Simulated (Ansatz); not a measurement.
Pt (model structure, started from the simple cubic type, Pm-3m, No. 221, 1 atom in the cell), treated with PBEsol (PAW; Ansatz, an electronic-structure program).

Settings: plane-wave cutoff 520 eV, 22×22×22 k mesh, Fermi–Dirac smearing 0.05 eV, scalar-relativistic PAW data made under PBE.

Cell (relaxed at this level):

Pt is taken in the cubic space group Pm-3m (No. 221), the simple cubic structure, Pearson symbol cP1. Cell: a = b = c = 2.5869 Å, α = β = γ = 90.00°. Pt on 1a is surrounded by 6 Pt at 2.587 Å (octahedral). (Neighbours: up to the widest gap in distance over summed covalent radii, below 1.35, at either atom.)

Task: Predict the bulk modulus B0.

Result: 
- bulk modulus B0: 219 GPa

The run finds no gap.

Note: the bulk modulus is −V dP/dV from two relaxed cells at ±2 % in volume; the relaxation could raise the start's symmetry but not lower it, so the cell can be a saddle point.

Spin–orbit coupling is not included.

Static lattice: no zero-point or thermal effects.

Cost on a shared machine: roughly 11 core-seconds.

A model structure was made by putting elements into a prototype or built by hand; it is no filed structure, need not be a known phase, and can be a saddle point held by its symmetry.
